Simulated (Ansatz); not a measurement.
A constructed model of the (111) surface of fcc Rh, a pseudomorphic layer of Zn in the other hollow (bottom of the slab: a bare face, its two planes held)

All values below come from PBE (plane waves to 420 eV, PAW; Ansatz, a quantum-chemistry and plane-wave program).

Slab: 7 atoms, 13.3 Å thick at the start with caps and adatoms (thin: gaps and levels are the slab's own); k 16x16x1, smearing 0.1 eV, dipole-corrected; 2 atoms held, the rest relaxed; start symmetry kept, larger cells not searched; no spin, no spin-orbit, no U. In PBE it is, or lies within 0.01 eV a 1x1 cell of, the lowest of the 2 structures of its composition computed so far; subsurface sites and larger cells were not tried.

```yaml
work_function_of_the_top_face: 4.45 eV
energy_released_by_relaxation: 0.028 eV
cost: around 80 core-seconds (rough)
```
